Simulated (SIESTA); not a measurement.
Band structure of Se (P3_121, 3 atoms in the cell).

```
CELL_PARAMETERS angstrom
      2.21035    -3.82843     0.00000
      2.21035     3.82843     0.00000
      0.00000     0.00000     5.00742
ATOMIC_POSITIONS crystal
  Se 0.00000 0.22500 0.66667
  Se 0.77500 0.77500 0.00000
  Se 0.22500 0.00000 0.33333
```

Method: GGA PBE, numerical atomic orbitals TZP, PseudoDojo PBE standard norm-conserving potentials (rewritten from UPF to PSML) run with SIESTA.

Settings: XC.functional = GGA; XC.authors = PBE; potentials = PseudoDojo PBE standard; PAO.BasisSize = TZP; PAO.EnergyShift = 0.005 Ry; MeshCutoff = 350 Ry; kgrid.MonkhorstPack = 6 6 5; OccupationFunction = FD; ElectronicTemperature = 0.01 eV; MaxSCFIterations = 150; SCF.Mixer.Method = Pulay; SCF.Mixer.Weight = 0.1; SCF.Mixer.History = 8; SCF.DM.Tolerance = 1.0E-04.

The starting cell has typed, rounded lattice constants, without a prior relaxation at this level. Its lattice was rescaled by a random factor within 2.5 % of one. Values carry the incompleteness of an atom-centred basis.

Q: Predict the gap along the standard path and the places of the band edges.

A: The gap along the path is 0.82 eV, from L to H; the smallest direct gap on it is 1.01 eV.

Levels in eV from the top of the valence band on the path, bands 21 to 25:
```csv
point,21,22,23,24,25
Γ,-3.65,-1.93,-1.93,-0.44,1.70
M,-3.36,-2.88,-1.71,-0.99,1.87
K,-2.80,-2.80,-2.66,-1.56,2.89
A,-3.38,-1.46,-1.46,-1.13,1.22
L,-4.23,-1.82,-1.31,0.00,1.46
H,-4.87,-0.92,-0.22,-0.22,0.82
```

Higher empty bands are left out: an atom-centred basis made for the valence describes them poorly.
